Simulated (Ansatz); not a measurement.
Consider GaAs in the zinc blende structure (space group F-43m, No. 216).

```
GaAs
1.0
    0.00000     2.83335     2.83335
    2.83335     0.00000     2.83335
    2.83335     2.83335     0.00000
As Ga
1 1
Direct
  0.75000   0.75000   0.75000
  0.00000   0.00000   0.00000
```

The other end (x = 1) is GaN in the zinc blende structure (space group F-43m, No. 216): 11.37 Å³/atom, gap 2.17 eV; this end may not be an ambient phase.

Method: r2SCAN (Ansatz, a first-principles code), no spin-orbit coupling.

N replaces a fraction x of As; each row is one arrangement (x, atoms in the cell, starting space group or random), fully relaxed.

One change was made to it. Results:

The mixing energy amounts to +0.222 eV/atom; the shortest interatomic distance falls by 0.627 bohr (4.637 bohr → 4.010 bohr); the deviation of the volume from the linear (Vegard-type) interpolation amounts to -2.6 %; the band gap shrinks by 0.79 eV to 0.17 eV.

**Question.** What was done to the base?
A) x(N) = 0.5, 8 atoms, Pmn2_1
B) x(N) = 0.25, 8 atoms, P-4m2
C) x(N) = 0.667, 6 atoms, P3m1

**Answer.** B, x(N) = 0.25, 8 atoms, P-4m2. For comparison, the mixing energy in the other runs: x(N) = 0.667, 6 atoms, P3m1 gives +0.35 eV/atom; x(N) = 0.5, 8 atoms, Pmn2_1 gives +0.24 eV/atom.

Each cell is one ordered arrangement of few atoms, which overstates ordering effects compared with a random alloy. Stability against distortions was not tested. All final runs are without spin polarisation. This is not the structure that GaN has at room temperature and ambient pressure. A zero or small gap of Ga4As3N, Ga3AsN2 and Ga2AsN can be the functional's error rather than a property of the material.
